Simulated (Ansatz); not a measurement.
Base system: NaF in the rock salt structure (space group Fm-3m, No. 225).

```yaml
crystal:
  lattice:
    - [0.00000, 2.31454, 2.31454]
    - [2.31454, 0.00000, 2.31454]
    - [2.31454, 2.31454, 0.00000]
  atoms:
    - { symbol: Na, position: [0.00000, 0.00000, 0.00000] }
    - { symbol: F, position: [0.50000, 0.50000, 0.50000] }
```

Cartesian axes are those of the cell as printed.

Method: Ansatz (an electronic-structure program) PBEsol, no spin-orbit coupling.

For the base:

| Item | Result |
|---|---|
| Band gap | 6.20 eV |
| Gap character | direct at Γ |
| Pressure | 0.0 kbar |

Now apply this change: a pure shear with ε_xy = ε_yx = 0.0200; the atoms relax in the strained cell.

Problem. Estimate the effect on the band gap, gap character and pressure.

Solution. The band gap decreases by 0.06 eV to 6.14 eV; the gap character is still direct at Γ; the pressure (mean of the normal stresses, compression positive) stays 0.0 kbar.

Stability against distortions was not tested. k-point labels follow each cell's own Brillouin zone.
